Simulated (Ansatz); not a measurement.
Start from MoP (space group P-6m2, No. 187; a = 3.242 Å, c = 3.194 Å).

Level of theory: Ansatz (an electronic-structure program), PBE, PAW, cutoff 420 eV, no spin-orbit coupling.

For the base:

The lattice parameter a is 3.242 Å.

It is then changed as follows: cell and atoms relaxed at a pressure of 4.5 GPa.

What does the calculation give for the lattice parameter a after the change?

The lattice parameter a shrinks by 0.026 Å, from 3.242 Å to 3.216 Å.

Load acts through the strain it causes; cell and atoms are relaxed under it. Whether these cells are dynamically stable was not tested. All final runs are without spin polarisation. An odd electron count without spin: MoP.
